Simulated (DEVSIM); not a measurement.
Structure: illuminated Si n-on-p cell, one wavelength, at 300 K.

Layer 1 from the left is Si, thickness (μm) 0.170, Nd (cm⁻³) 8.5e17, τn (s) 1.2e-6, τp (s) 2.4e-5, absorption coefficient (cm⁻¹) 3500. Layer 2 from the left is Si, thickness (μm) 88.0, Na (cm⁻³) 4.8e16, τn (s) 7.2e-5, τp (s) 7.2e-5, absorption coefficient (cm⁻¹) 3500.

Left contact: ohmic, minority hole recombination velocity 300 cm/s. Right contact: ohmic, minority electron recombination velocity 8e5 cm/s. Voltage is applied to the left contact. Recombination: SRH at mid-gap, radiative, Auger. Gap narrowing is on: ΔEg = 6.92 meV × (l + √(l² + 0.5)), l = ln(N/1.3e17 cm⁻³), shared equally by both band edges. Light enters at the left, 2.3e15 photons cm⁻² s⁻¹, one pass, no reflection. Mobility is μmin + (μ − μmin)/(1 + (N/Nref)^α).

The device is made up for the run: typed textbook-type constants, with dimensions and the other settings drawn at random. Values at 300 K.

Si: gap (eV) 1.124, affinity (eV) 4.05, permittivity 11.7, Nc (cm⁻³) 2.86e19, Nv (cm⁻³) 3.1e19, μn (cm²/Vs) 1417, μp (cm²/Vs) 470, μn,min 52, μp,min 45, Nref,n 9.7e16, Nref,p 2.2e17, αn 0.68, αp 0.72, B (cm³/s) 4.7e-15, Cn (cm⁶/s) 2.8e-31, Cp (cm⁶/s) 9.9e-32.

DEVSIM, 1D drift-diffusion, Boltzmann statistics, complete ionisation; no tunnelling, impact ionisation, image-force lowering or self-heating.

### Question
What does the simulation give for the share of generated pairs collected at short circuit, the dark forward voltage at 100 A/cm², the short-circuit current?

### Answer
share of generated pairs collected at short circuit 0.970; dark forward voltage at 100 A/cm² 0.860 V; short-circuit current 0.358 mA/cm².
